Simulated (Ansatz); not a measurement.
Worked calculations on one periodic cell of amorphous Si24O47: Si24O47, 71 atoms, volume 1077.7 Å³, made by a melt-quench on the CHGNet potential and relaxed with DFT. O atoms were pushed apart under 1.9 Å during the dynamics, to hinder bonds among them. It is a model cell: composition and starting density were chosen by hand, and all elements were melted together. Cycles of charging were run to anneal it. Calculation: PBE, scalar-relativistic without spin-orbit coupling (plane waves to 420 eV, PAW; Ansatz, a program for electronic structure). Sampling: a 2×2×2 Γ-centred mesh; Fermi-Dirac width 0.02 eV; no spin polarisation. Its volume was relaxed, its shape was held as a cube, and it stands at a mean pressure of 0.0 GPa with stress components up to 3.2 GPa; the relaxation ran on the zone centre alone. Its density went from a set 2.19 to 2.20 g/cm³. The cell is small and was quenched far faster than a real film, so it is one sample of the glass.

**Question.** Count formal charges (Si +4, O -2). What does the count lead one to expect at the Fermi level, and what does the calculation give?

**Answer.** 24 × (+4) + 47 × (-2) = +2. 2 electrons are left on cation states, in cation-cation bonds, defect levels or the conduction band. On this mesh the highest filled and lowest empty level lie 3.69 eV apart; localised defect or tail levels set that (at the zone centre the more localised edge state sits most on one Si atom with neighbours O 1.68 Å, O 1.70 Å), and the nearest spread-out levels lie 5.3 eV apart.

Four energies for an added electron at PBE on the zone centre alone (charged cells in a uniform background, spin-polarised): neutral at the neutral geometry -42001.298 eV; charged at the neutral geometry -41995.017 eV; charged and relaxed -41995.370 eV; neutral at the charged geometry -41999.596 eV.

**Question.** Find the two relaxation energies and their sum, the reorganisation energy.

**Answer.** On charging: -41995.017 − (-41995.370) = 0.353 eV. On discharging: -41999.596 − (-42001.298) = 1.702 eV. The sum is 2.055 eV. The carrier's level spreads over 4 of the 71 atoms' worth, so it counts as localised, most on one Si atom with neighbours O 1.62 Å, O 1.65 Å, O 1.66 Å, O 1.69 Å (neutral geometry). The values are uncorrected: the image energy of a point charge in this cell, 2.84 × 14.40 / (2 × 10.3) = 2.0 eV before screening, is screened by electrons alone at the fixed geometry and by ions too after relaxing, and the carrier can be spread before it relaxes, so each term can be off by up to that value times 1/ε∞, some tenths of an eV. PBE's self-interaction favours spread-out carriers, so a hybrid can localise more.

Four energies for a hole at PBE on the zone centre alone (charged cells in a uniform background, spin-polarised): neutral at the neutral geometry -42001.298 eV; charged at the neutral geometry -42002.968 eV; charged and relaxed -42003.965 eV; neutral at the charged geometry -41999.718 eV.

**Question.** Find the two relaxation energies and their sum, the reorganisation energy.

**Answer.** On charging: -42002.968 − (-42003.965) = 0.997 eV. On discharging: -41999.718 − (-42001.298) = 1.580 eV. The sum is 2.577 eV. The carrier's level spreads over 3 of the 71 atoms' worth, so it counts as localised, most on one Si atom with neighbours O 1.68 Å, O 1.70 Å (neutral geometry). The values are uncorrected: the image energy of a point charge in this cell, 2.84 × 14.40 / (2 × 10.3) = 2.0 eV before screening, is screened by electrons alone at the fixed geometry and by ions too after relaxing, and the carrier can be spread before it relaxes, so each term can be off by up to that value times 1/ε∞, some tenths of an eV. PBE's self-interaction favours spread-out carriers, so a hybrid can localise more.
